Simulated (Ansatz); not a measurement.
Worked example: self-consistent single point of SnAu₅ (P1, 6 atoms in the cell) in Ansatz (a program for electronic structure).

Computed with PBEsol, PAW files made with PBE (plane waves; Ansatz).

The change in words: atoms moved at random. Reference geometry:
```xyz
6
Lattice="2.5252 1.4579 4.8645 -2.5252 1.4579 4.8645 0.0000 -2.9159 4.8645" Properties=species:S:1:pos:R:3 pbc="T T T"
Sn     0.0000     0.0000     0.0000
Au     0.0000     0.0000     9.7797
Au     0.0000     0.0000     4.8137
Au     0.8314    -1.4400     7.2967
Au     0.8314     1.4400     7.2967
Au    -1.6628     0.0000     7.2967
```

Reference input (self-consistent single point, DFT, PBEsol, plane waves, PAW files made with PBE): basis.ecutwfc = 30.9 Ry; kpoints.mp_grid.grid = 5 5 5; hamiltonian.xc = pbesol; hamiltonian.pseudopotentials = {kind: paw} (an earlier, softer set of the program's PAW files); scf.occupations.method = gaussian; scf.occupations.width = 0.0073 Ry. This run's input differs from it in these lines:

Ansatz 0.2 input:
```diff
@@ -7,8 +7,8 @@
   atoms:
-    - { symbol: Sn, position: [0.000000, 0.000000, 0.000000] }
-    - { symbol: Au, position: [0.670147, 0.670147, 0.670147] }
-    - { symbol: Au, position: [0.329853, 0.329853, 0.329853] }
-    - { symbol: Au, position: [0.500000, 0.170765, 0.829235] }
-    - { symbol: Au, position: [0.829235, 0.500000, 0.170765] }
-    - { symbol: Au, position: [0.170765, 0.829235, 0.500000] }
+    - { symbol: Sn, position: [-0.004550, 0.010306, -0.008567] }
+    - { symbol: Au, position: [0.671079, 0.678567, 0.653815] }
+    - { symbol: Au, position: [0.329374, 0.325583, 0.330965] }
+    - { symbol: Au, position: [0.522975, 0.159725, 0.829614] }
+    - { symbol: Au, position: [0.809654, 0.508340, 0.186651] }
+    - { symbol: Au, position: [0.171469, 0.817480, 0.507521] }
 basis:
```

Output (repeated stretches shortened):

```
SCF iter   1: F=—  HF=-70998.767738 eV  |F-HF|=—  |Δ(HF+E_count)|=         —  Δρ=9.96e-2  dr2=1.69e1  ethr=3.10e-3  ⟨swp⟩=6.4  Hψ=14906  notcnv=0  defer=53
all-band conjugate gradients solve this SCF's bands
preconditioner: auto → Kerker (q_TF=auto, 2.735 Å⁻¹)
SCF iter   2: F=—  HF=-70995.072180 eV  |F-HF|=—  |Δ(HF+E_count)|=    3.70e0  Δρ=3.79e-2  dr2=2.97e0  ethr=3.10e-3  ⟨swp⟩=3.0  Hψ=7313  notcnv=0  defer=292
   [... lines left out ...]
SCF iter   6: F=—  HF=-70994.239012 eV  |F-HF|=—  |Δ(HF+E_count)|=   4.57e-4  Δρ=3.82e-4  dr2=1.89e-4  ethr=2.03e-6  ⟨swp⟩=2.6  Hψ=6377  notcnv=0  defer=300
SCF iter   7: F=—  HF=-70994.238977 eV  |F-HF|=—  |Δ(HF+E_count)|=   3.55e-5  Δρ=8.55e-5  dr2=1.10e-5  ethr=1.73e-7  ⟨swp⟩=2.1  Hψ=6532  notcnv=0  defer=300
SCF iter   8: F=—  HF=-70994.238974 eV  |F-HF|=—  |Δ(HF+E_count)|=   2.84e-6  Δρ=2.42e-5  dr2=7.19e-7  ethr=1.01e-8  ⟨swp⟩=2.0  Hψ=6188  notcnv=0  defer=300
SCF iter   9: F=-70994.238973 eV  HF=-70994.238973 eV  |F-HF|=2.90e-8  |Δ(HF+E_count)|=   2.35e-7  Δρ=6.14e-6  dr2=5.28e-8  ethr=9.17e-11  ⟨swp⟩=12.0  Hψ=20625  notcnv=0
SCF 1 converged in 9 iterations: F = -70994.238973 eV  dr2 = 5.28e-8
Free energy (F): -70994.238973 eV
Internal energy: -70994.226862 eV  (E = F + TS)
E sigma→0 (E₀):  -70994.232917 eV
Entropy (-TS):   -0.012112 eV (-2.019 meV/atom)
Fermi energy:    19.254910 eV
--- Forces (eV/Å), atoms counted from 1 ---
  atom   1  Sn     0.18988835     0.01353090     0.37993799
  atom   2  Au     0.02110141    -0.31317212     0.30822705
  atom   3  Au    -0.15074672     0.16143158     0.06210137
  atom   4  Au    -0.39588110    -0.19634416    -0.32030842
  atom   5  Au     0.46317222     0.32715751    -0.28861557
  atom   6  Au    -0.12751396     0.00741006    -0.14131157
--- Stress (GPa, compression-positive) ---
        3.268802       0.190962       0.110014
        0.190962       2.554996      -0.145567
        0.110014      -0.145567      -3.153533
  P = ⅓ Tr σ = 0.8901 GPa (8.901 kbar)
  The stress holds the Pulay correction. Without it, at fixed plane waves, as pw.x and ABINIT print it: P = 0.8499 GPa
```

The run converged in 9 iterations. Against the reference run the free energy goes up by 13.3 meV/atom, the pressure goes from 0.02 to 0.89 GPa and the largest force goes from 0.047 to 0.636 eV/Å.

The starting cell comes from a database of computed structures (which also holds hypothetical and non-ambient phases and stackings), without a prior relaxation at this level. Its lattice was rescaled by a random factor within 2.5 % of one. For this run, on top of that: atoms moved at random. Ansatz's pressure includes its estimate of the finite-basis (Pulay) stress.

Cost on one core of a shared machine: roughly 60 s.
